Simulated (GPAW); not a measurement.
**Worked example: self-consistent single point of YCo₂B₂ (I4/mmm, 5 atoms in the cell) in GPAW**

Computed with LDA (Perdew-Wang 92), GPAW PAW datasets LDA (gpaw-data 1.0.1) (plane waves; GPAW).

Input as run:

```python
from ase import Atoms
from ase.units import GPa
from gpaw import GPAW

atoms = Atoms(['Y', 'Co', 'Co', 'B', 'B'],
              cell=[[-1.749862, 1.749862, 4.659713],
                    [1.749862, -1.749862, 4.659713],
                    [1.749862, 1.749862, -4.659713]],
              scaled_positions=[[0.000000, 0.000000, 0.000000],
                                [0.750000, 0.250000, 0.500000],
                                [0.250000, 0.750000, 0.500000],
                                [0.654660, 0.654660, 0.000000],
                                [0.345340, 0.345340, 0.000000]],
              pbc=True)

calc = GPAW(mode={'name': 'pw', 'ecut': 950},
            xc='LDA',
            kpts=(11, 11, 11),
            occupations={'name': 'fermi-dirac', 'width': 0.1},
            nbands=-13,
            convergence={'density': 1e-05, 'energy': 1e-05},
            symmetry={'symmorphic': False, 'tolerance': 0.0005},
            maxiter=150,
            txt='-')

atoms.calc = calc

energy = atoms.get_potential_energy()
print('Energy (eV):', round(energy, 6))
forces = atoms.get_forces()
print('Forces (eV/Ang):')
print(forces.round(5))
stress = atoms.get_stress()
print('Stress (GPa, Voigt):', (stress / GPa).round(4))
```

The program printed (abridged):

```
Input parameters:
  convergence: {density: 1e-05,
                energy: 1e-05}
  kpts: [11 11 11]
  maxiter: 150
  mode: {ecut: 950,
         name: pw}
  nbands: -13
  occupations: {name: fermi-dirac,
                width: 0.1}
  symmetry: {symmorphic: False,
             tolerance: 0.0005}

species:
  Y:
    name: Yttrium
    Z: 39.0
    valence: 11
    core: 28
    charge: 0.0
    file: Y.LDA.gz

    # Using partial waves for Y as LCAO basis

  Co:
    name: Cobalt
    Z: 27.0
    valence: 9
    core: 18
    charge: 0.0
    file: Co.LDA.gz

    # Using partial waves for Co as LCAO basis

  B:
    name: Boron
    Z: 5.0
    valence: 3
    core: 2
    charge: 0.0
    file: B.LDA.gz

    # Using partial waves for B as LCAO basis

Reference energy: -168989.648399  # eV

Spin-paired calculation

Convergence criteria:
 Maximum [total energy] change in last 3 cyles: 1e-05 eV / valence electron
 Maximum integral of absolute [dens]ity change: 1e-05 electrons / valence electron
 Maximum integral of absolute [eigenst]ate change: 4e-08 eV^2 / valence electron
 Maximum number of scf [iter]ations: 150

Symmetries present (total): 16
Symmetries with fractional translations: 0
1331 k-points: 11 x 11 x 11 Monkhorst-Pack grid
126 k-points in the irreducible part of the Brillouin zone
       k-points in crystal coordinates                weights
   0:     0.00000000    0.00000000    0.00000000          1/1331
   1:     0.09090909   -0.09090909    0.00000000          4/1331
   2:     0.09090909   -0.09090909    0.09090909          4/1331
   [... 7 lines left out ...]
          ...
 125:     0.45454545    0.45454545    0.45454545          8/1331

Wave functions: Plane wave expansion
  Cutoff energy: 950.000 eV
  Number of coefficients (min, max): 3771, 3819
  Pulay-stress correction: 0.000000 eV/Ang^3 (de/decut=0.000000)

Occupation numbers: Fermi-Dirac:
  width: 0.1000  # eV

Eigensolver

Densities:
  Coarse grid: 40*40*40 grid
  Fine grid: 80*80*80 grid
  Total Charge: 0.000000

Density mixing:
  Method: separate
  Backend: pulay
  Linear mixing parameter: 0.05
  old densities: 5
  Damping of long wavelength oscillations: 50

Hamiltonian:
  XC and Coulomb potentials evaluated on a 80*80*80 grid
  External potential:
    NoExternalPotential

Number of atoms: 5
Number of atomic orbitals: 39
Number of bands in calculation: 30
Number of valence electrons: 35
Bands to converge: occupied

Density initialized from atomic densities
  30 bands from LCAO basis set

Atomic positions and initial magnetic moments

Positions:
   0 Y      0.000000    0.000000    0.000000    ( 0.0000,  0.0000,  0.0000)
   1 Co     0.000000    1.749862    2.329856    ( 0.0000,  0.0000,  0.0000)
   2 Co     1.749862    0.000000    2.329856    ( 0.0000,  0.0000,  0.0000)
   3 B      0.000000   -0.000000    6.101055    ( 0.0000,  0.0000,  0.0000)
   4 B      0.000000   -0.000000    3.218371    ( 0.0000,  0.0000,  0.0000)

Unit cell:
           periodic     x           y           z      points  spacing
  1. axis:    yes   -1.749862    1.749862    4.659713    40     0.0819
  2. axis:    yes    1.749862   -1.749862    4.659713    40     0.0819
  3. axis:    yes    1.749862    1.749862   -4.659713    40     0.0619

  Lengths:   5.276074   5.276074   5.276074
  Angles:  141.260894 141.260894  55.943720

Effective grid spacing dv^(1/3) = 0.0963

     iter     time        total  log10-change:
                         energy   eigst   dens
iter:   1 --:--:--   -44.465314
iter:   2 --:--:--   -44.056415   -0.49  -1.13
iter:   3 --:--:--   -42.542900   -0.95  -1.17
iter:   4 --:--:--   -42.390402   -1.86  -1.53
iter:   5 --:--:--   -42.375124   -2.58  -1.69
iter:   6 --:--:--   -42.432843   -2.29  -1.75
iter:   7 --:--:--   -42.396604   -2.34  -1.94
iter:   8 --:--:--   -42.386592   -3.49  -2.34
iter:   9 --:--:--   -42.384297   -3.44  -2.55
iter:  10 --:--:--   -42.383959   -4.18  -2.78
iter:  11 --:--:--   -42.383927   -5.07  -3.14
iter:  12 --:--:--   -42.383824c  -5.07  -3.17
iter:  13 --:--:--   -42.383834c  -5.89  -3.60
iter:  14 --:--:--   -42.383831c  -6.63  -3.82
iter:  15 --:--:--   -42.383831c  -6.89  -3.84
iter:  16 --:--:--   -42.383837c  -6.65  -3.89
iter:  17 --:--:--   -42.383833c  -7.46c -4.31
iter:  18 --:--:--   -42.383823c  -7.72c -4.44
iter:  19 --:--:--   -42.383822c  -8.52c -4.59
iter:  20 --:--:--   -42.383824c  -8.16c -4.62
iter:  21 --:--:--   -42.383823c  -9.04c -5.00c

Converged after 21 iterations.

Dipole moment: (0.000000, -0.000000, -0.000000) |e|*Ang

Energy contributions relative to reference atoms: (reference = -168989.648399)

Kinetic:        +35.291810
Potential:      -29.317026
External:        +0.000000
XC:             -48.069390
Entropy (-ST):   -0.056977
Local:           -0.260729
SIC:             +0.000000
--------------------------
Free energy:    -42.412312
Extrapolated:   -42.383823

Showing only first 2 kpts
 Kpt  Band  Eigenvalues  Occupancy
  0    15      9.41033    1.98956
  0    16      9.41033    1.98956
  0    17      9.52896    1.96622
  0    18      9.86046    1.35795

  1    15      9.18883    1.99886
  1    16      9.34815    1.99438
  1    17      9.60367    1.93001
  1    18      9.97935    0.78356

Fermi level: 9.93537

No gap
No difference between direct/indirect transitions
Energy (eV): -42.383823

Forces in eV/Ang:
  0 Y     0.00000    0.00000    0.00000
  1 Co    0.00000    0.00000    0.00000
  2 Co    0.00000    0.00000    0.00000
  3 B     0.00000   -0.00000   -0.24672
  4 B     0.00000    0.00000    0.24672

Stress tensor:
     0.011836     0.000000     0.000000
     0.000000     0.011836     0.000000
     0.000000     0.000000     0.014964
Stress (GPa, Voigt): [1.8963 1.8963 2.3975 0.     0.     0.    ]
```

The run converged in 21 iterations. GPAW prints stress with tension positive.

At such cutoffs GPAW's stress carries a finite-basis (Pulay) error, which enters relaxed cells too; its log prints stress with tension positive.

The starting cell comes from a database of computed structures (which also holds hypothetical and non-ambient phases and stackings), without a prior relaxation at this level. Its lattice was rescaled by a random factor within 2.5 % of one. Spin polarisation is off.

Cost on one core of a shared machine: roughly 10 min.
